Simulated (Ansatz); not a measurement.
Results of G0W0@PBEsol (Ansatz, a program for electronic structure, plane waves, hard PAW, contour deformation) for Ge3N4 (Fd-3m, No. 227, 14 atoms in the cell; start mp-476).

The cell is the one relaxed with PBEsol. Conventional cell: a = 8.2314 Å, b = 8.2314 Å, c = 8.2314 Å, α = 90.00°, β = 90.00°, γ = 90.00°.

One run with a 6×6×6 mesh, response cutoff 70 eV and 341 empty bands, not extrapolated in mesh or basis; no spin–orbit coupling.

Highest filled and lowest empty level by k point (fractions of the reciprocal vectors of the cell (-0.000 4.116 4.116) (4.116 -0.000 4.116) (4.116 4.116 0.000) Å; eV from the valence maximum of each method):

```csv
k,PBEsol filled,PBEsol empty,QP filled,QP empty
0 0 0,0.00,2.14,-0.03,2.99
0 0 0.167,-0.10,2.43,-0.12,3.35
0 0 0.333,-0.09,3.08,___,___
0 0.167 0.333,-0.12,3.31,-0.15,4.29
0 0.167 -0.5,-0.06,4.05,-0.08,5.16
0 0.167 -0.333,-0.01,3.75,-0.01,4.81
0 0.333 -0.333,0.00,4.58,___,___
0.167 0.333 -0.5,-0.22,4.28,-0.25,5.40
```

Task: Estimate the withheld levels to about 0.1 eV.

Result: 
- 0 0 0.333, QP filled: -0.11
- 0 0 0.333, QP empty: 4.08
- 0 0.333 -0.333, QP filled: 0.00
- 0 0.333 -0.333, QP empty: 5.75

Note: filled d or f shells below the valence bands can shift G0W0 gaps through exchange with them, which wasn't tested here.

A start named mp-… is a Materials Project structure, which need not be a measured phase.
